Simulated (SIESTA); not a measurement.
SIESTA run on Zr (P6_3/mmc, 4 atoms in the cell): self-consistent single point.

Level of theory: GGA PBE with spin-orbit coupling, numerical atomic orbitals DZP, PseudoDojo PBE fully relativistic norm-conserving potentials (rewritten from UPF to PSML) in SIESTA 5.4.2.

```
Zr
1.0
    3.22393     0.00000     0.00000
   -1.61197     2.79201     0.00000
    0.00000     0.00000    10.37302
Zr
4
Cartesian
  0.00000   0.00000   0.00000
  0.00000   0.00000   5.18651
  0.00000   1.86134   2.59325
  1.61197   0.93067   7.77976
```

Reference input (self-consistent single point, DFT, GGA PBE, numerical atomic orbitals DZP, PseudoDojo PBE standard norm-conserving potentials (rewritten from UPF to PSML)): XC.functional = GGA; XC.authors = PBE; potentials = PseudoDojo PBE standard; PAO.BasisSize = DZP; PAO.EnergyShift = 0.01 Ry; MeshCutoff = 400 Ry; kgrid.MonkhorstPack = 11 11 3; OccupationFunction = MP; OccupationMPOrder = 0; ElectronicTemperature = 1160.45 K; MaxSCFIterations = 150; SCF.Mixer.Method = Pulay. This run's input differs from it in these lines:

```diff
@@ -1,2 +1,2 @@
-# files in the folder: Zr.psml (PseudoDojo PBE standard)
+# files in the folder: Zr.psml (PseudoDojo PBE fully relativistic)
 SystemName  Zr
@@ -36,2 +36,9 @@
 ElectronicTemperature        1160.45 K
+Spin                         spin-orbit
+%block DM.InitSpin
+  1 0.00 0.00 0.00
+  2 0.00 0.00 0.00
+  3 0.00 0.00 0.00
+  4 0.00 0.00 0.00
+%endblock DM.InitSpin
```

The program printed (abridged):

```
        iscf     Eharris(eV)        E_KS(eV)     FreeEng(eV)     dDmax    Ef(eV) dHmax(eV)
   scf:    1    -5483.055835    -5505.728225    -5505.761041  0.764268 -4.626920  3.542954
     spin moment: {S} , |S| = {   -0.00000   -0.00000    0.00000 }     0.00000
   scf:    2    -5506.362435    -5506.055549    -5506.089292  0.016862 -4.704511  2.715524
     spin moment: {S} , |S| = {   -0.00000   -0.00000    0.00000 }     0.00000
   scf:    3    -5507.218035    -5506.678270    -5506.713890  0.047925 -4.950403  1.243911
     spin moment: {S} , |S| = {    0.00000    0.00000   -0.00000 }     0.00000
   [... lines left out ...]
     spin moment: {S} , |S| = {    0.00000   -0.00000    0.00000 }     0.00000
   scf:   10    -5506.812152    -5506.812150    -5506.849349  0.000055 -5.134366  0.001963
     spin moment: {S} , |S| = {    0.00000   -0.00000   -0.00000 }     0.00000
   scf:   11    -5506.812152    -5506.812147    -5506.849350  0.000022 -5.134524  0.000343
     spin moment: {S} , |S| = {    0.00000   -0.00000    0.00000 }     0.00000
   scf:   12    -5506.812150    -5506.812148    -5506.849350  0.000007 -5.134561  0.000059
     spin moment: {S} , |S| = {    0.00000   -0.00000    0.00000 }     0.00000
SCF Convergence by DM+H criterion
max |DM_out - DM_in|         :     0.0000069196
max |H_out - H_in|      (eV) :     0.0000588899
SCF cycle converged after 12 iterations

Using DM_out to compute the final energy and forces

siesta: E_KS(eV) =            -5506.8121

siesta: E_KS - E_eggbox =     -5506.8121

siesta: Atomic forces (eV/Ang):
     1   -0.000000   -0.000000    0.000002
     2    0.000000   -0.000000   -0.000002
     3   -0.000002    0.000000    0.000002
     4    0.000002   -0.000000   -0.000002
   Tot   -0.000000   -0.000000    0.000000
   Max    0.000002
   Res    0.000002    sqrt( Sum f_i^2 / 3N )
   Max    0.000002    constrained

Stress tensor Voigt[x,y,z,yz,xz,xy] (kbar):       22.84       22.84        8.96        0.00       -0.00        0.00
(Free)E + p*V (eV/cell)    -5507.9106
   [... lines left out ...]
siesta: FreeEng =     -5506.849350
   [... lines left out ...]
siesta:     0.014253    0.000002   -0.000000
siesta:     0.000002    0.014255    0.000000
siesta:    -0.000000    0.000000    0.005592

siesta: Cell volume =         93.369851 Ang**3

siesta: Pressure (static):
siesta:                Solid            Molecule  Units
siesta:          -0.00012380         -0.00012380  Ry/Bohr**3
siesta:          -0.01136659         -0.01136651  eV/Ang**3
siesta:         -18.21127717        -18.21115883  kBar
```

The run converged in 12 iterations. Against the reference run the pressure goes from -1.64 to -1.82 GPa.

The starting cell was generated: these elements placed on a structure prototype, without a prior relaxation; it need not be a known phase or ordering of this composition. Its lattice was rescaled by a random factor within 2.5 % of one. Values carry the incompleteness of an atom-centred basis.

Cost on one core of a shared machine: roughly 3 min.
